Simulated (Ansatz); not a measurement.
# Converging the k-point mesh at a smearing width of 0.05 eV: Ta2H (P2, 3 atoms in the cell)

```yaml
crystal:
  lattice:
    - [1.72910, -2.38333, 0.00000]
    - [1.72910, 2.38333, 0.00000]
    - [0.00000, 0.00000, 4.78236]
  atoms:
    - { symbol: Ta, position: [0.00000, 0.50000, 0.27503] }
    - { symbol: Ta, position: [0.50000, 0.00000, 0.73543] }
    - { symbol: H, position: [0.00000, 0.00000, 0.00000] }
```

Method: LDA (PW92), default PAW files made with PBE (plane waves; Ansatz, a quantum-chemistry and plane-wave program).

Base settings: basis.ecutwfc = 420 eV; kpoints.mp_grid.grid = 12 12 7; hamiltonian.xc = lda; hamiltonian.pseudopotentials = {kind: paw} (the program's default PAW files); scf.occupations.method = fermi_dirac; scf.occupations.width = 0.1 eV.

In this ladder: scf.occupations.width = 0.05 eV.

The second cell is the first with its lattice scaled by 0.98.

Only quantities that move along the ladder and can be compared are tabulated.

The count of work is k-points × plane waves × bands × iterations; it is no time. Core times come from one kind of shared machine, to one figure; runs under 30 s give none.

The starting cell comes from a database of computed structures (which also holds hypothetical and non-ambient phases and stackings), without a prior relaxation at this level. Its lattice was rescaled by up to half a per cent. One atom was moved a little off its site on purpose. Spin polarisation is off. In the base run, with a pressure of about -11 GPa the cell is away from its equilibrium volume at this level. Ansatz's pressure includes its estimate of the finite-basis (Pulay) stress.

Steps (kpoints.mp_grid.grid): 4 4 3; 5 5 3; 6 6 4; 7 7 4; 9 9 5; 11 11 6; 13 13 8; 16 16 9; 19 19 11; 23 23 14; 28 28 16.

### Question
What is the coarsest kpoints.mp_grid.grid that holds the free energy within 0.5 meV/atom of the last step, with all finer ones?

### Answer
16 16 9, at 0.18 of the last step's count of work; the step before is off by 0.83 meV/atom.

### Question
What is the coarsest kpoints.mp_grid.grid that holds the energy of the compressed cell less the first within 0.5 meV/atom of the last step, with all finer ones?

### Answer
11 11 6, at 0.069 of the last step's count of work; the step before is off by 1.1 meV/atom.

### Question
What is the coarsest kpoints.mp_grid.grid that holds the pressure within 0.2 GPa of the last step, with all finer ones?

### Answer
6 6 4, at 0.020 of the last step's count of work; the step before is off by 0.42 GPa.

| kpoints.mp_grid.grid | free energy less the last step's (meV/atom) | energy of the compressed cell less the first (meV/atom) | pressure (GPa) | largest difference of a force vector from the last step's (eV/Å) | count of work / last | core time / last (rough) |
|---|---|---|---|---|---|---|
| 4 4 3 | 37.45 | -25.61 | -11.28 | 0.158 | 0.0066 | – |
| 5 5 3 | 27.69 | -23.70 | -10.65 | 0.097 | 0.0086 | – |
| 6 6 4 | 2.26 | -24.25 | -10.93 | 0.006 | 0.020 | – |
| 7 7 4 | -5.20 | -24.66 | -11.05 | 0.046 | 0.021 | – |
| 9 9 5 | 2.34 | -23.67 | -10.95 | 0.018 | 0.040 | – |
| 11 11 6 | -0.87 | -25.23 | -11.15 | 0.004 | 0.069 | – |
| 13 13 8 | 0.83 | -24.74 | -11.07 | 0.029 | 0.12 | – |
| 16 16 9 | -0.34 | -25.01 | -11.11 | 0.006 | 0.18 | – |
| 19 19 11 | 0.04 | -24.85 | -11.08 | 0.001 | 0.31 | 0.3 |
| 23 23 14 | -0.04 | -24.79 | -11.07 | 0.005 | 0.60 | 0.7 |
| 28 28 16 | 0.00 | -24.81 | -11.07 | 0.000 | 1.0 | 1 |

Keys are those of Ansatz 0.2.
